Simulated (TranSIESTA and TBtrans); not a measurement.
Run with TranSIESTA and TBtrans (open boundaries, self-consistent; PseudoDojo norm-conserving potentials, scalar-relativistic): PAO.BasisSize DZ, PAO.EnergyShift 0.15 eV, XC.Authors PBE, Mesh.Cutoff 200 Ry, ElectronicTemperature 300 K, TS.Voltage 0.0 eV, TBT.Elecs.Eta 0.001 eV, no spin polarisation.

System: Li chain with one bond stretched by 2.0 Å. Leads: straight Li chain, spacing 3.127 Å. Geometry: as built, not relaxed. Transport runs along z; the first 6 and the last 6 of the 18 atoms are the lead cells, repeated to infinity.

```xyz
18
Lattice="9.000 0.000 0.000 0.000 9.000 0.000 0.000 0.000 58.286" Properties=species:S:1:pos:R:3 pbc="F F T"
Li     4.500     4.500     0.000
Li     4.500     4.500     3.127
Li     4.500     4.500     6.254
Li     4.500     4.500     9.381
Li     4.500     4.500    12.508
Li     4.500     4.500    15.635
Li     4.500     4.500    18.762
Li     4.500     4.500    21.889
Li     4.500     4.500    25.016
Li     4.500     4.500    30.143
Li     4.500     4.500    33.270
Li     4.500     4.500    36.397
Li     4.500     4.500    39.524
Li     4.500     4.500    42.651
Li     4.500     4.500    45.778
Li     4.500     4.500    48.905
Li     4.500     4.500    52.032
Li     4.500     4.500    55.159
```

### Question
Give the largest eigenchannel transmissions at the Fermi level (four at most) and the total.

### Answer
0.44; total 0.44. The straight chain is held at its spacing; free chains may zigzag or dimerise. No spin-polarised start was tried, so a magnetic state, if there is one, is missed.
